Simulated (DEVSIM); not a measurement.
System: double heterostructure, Ge between p- and n-type Si, at 400 K.

Layer 1 from the left is Si, thickness (μm) 0.210, Nd (cm⁻³) 2e17, τn (s) 2.3e-7, τp (s) 2.3e-7. Layer 2 from the left is Ge, thickness (μm) 0.150, Na (cm⁻³) 3.6e15, τn (s) 2.3e-7, τp (s) 2.3e-7. Layer 3 from the left is Si, thickness (μm) 0.560, Na (cm⁻³) 1.9e18, τn (s) 2.3e-7, τp (s) 2.3e-7.

Left contact: ohmic. Right contact: ohmic. Voltage is applied to the left contact. Recombination: SRH at mid-gap, radiative. Mobility is μmin + (μ − μmin)/(1 + (N/Nref)^α).

Constants are typed, rounded textbook-type inputs, not results; the design itself was drawn at random and stands for no fabricated device. Values at 300 K; Nc and Nv go as T^1.5, mobilities as T to minus their exponent, the gap by Varshni's rule with the affinity fixed.

Si: gap (eV) 1.124, affinity (eV) 4.05, permittivity 11.7, Nc (cm⁻³) 2.86e19, Nv (cm⁻³) 3.1e19, μn (cm²/Vs) 1417, μp (cm²/Vs) 470, μn,min 52, μp,min 45, Nref,n 9.7e16, Nref,p 2.2e17, αn 0.68, αp 0.72, T exponent of μn 2.3, T exponent of μp 2.2, B (cm³/s) 4.7e-15, Varshni α (eV/K) 0.000473, Varshni β (K) 636. Ge: gap (eV) 0.664, affinity (eV) 4, permittivity 16, Nc (cm⁻³) 1.04e19, Nv (cm⁻³) 6e18, μn (cm²/Vs) 3900, μp (cm²/Vs) 1900, μn,min 150, μp,min 100, Nref,n 2.6e17, Nref,p 4e17, αn 0.56, αp 0.6, T exponent of μn 1.66, T exponent of μp 2.33, B (cm³/s) 6.4e-14, Varshni α (eV/K) 0.000477, Varshni β (K) 235.

DEVSIM, 1D drift-diffusion, Boltzmann statistics, complete ionisation; no tunnelling, impact ionisation, image-force lowering or self-heating. Band offsets follow the typed affinities; no thermionic-emission limit at abrupt steps, no polarisation charge.

Question: What does the simulation give for the potential step across the device at zero bias, the dark forward voltage at 100 A/cm²?

Answer: potential step across the device at zero bias 0.799 V; dark forward voltage at 100 A/cm² 0.581 V.
